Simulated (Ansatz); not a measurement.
**ZnCu2SnS4, response to strain**

Consider ZnCu2SnS4 (space group I-4, No. 82; a = 5.3175 Å, c = 10.6431 Å).

Strains are applied to the cell and any free atomic positions relax.

All numbers come from LDA (Ansatz, a quantum-chemistry and plane-wave program, PAW, no spin-orbit coupling).

Candidates:
(a) isotropic strain −2.25 %
(b) isotropic strain −3.00 %
(c) isotropic strain −0.75 %
(d) isotropic strain −1.50 %

Notes on the quantities. energy relative to the base: free energy F.

Task: Order them by energy relative to the base, lowest first.

Result: (c) isotropic strain −0.75 % (+2.7 meV/atom), (d) isotropic strain −1.50 % (+11 meV/atom), (a) isotropic strain −2.25 % (+26 meV/atom), (b) isotropic strain −3.00 % (+47 meV/atom)

Stability against distortions was not tested. All final runs are without spin polarisation.
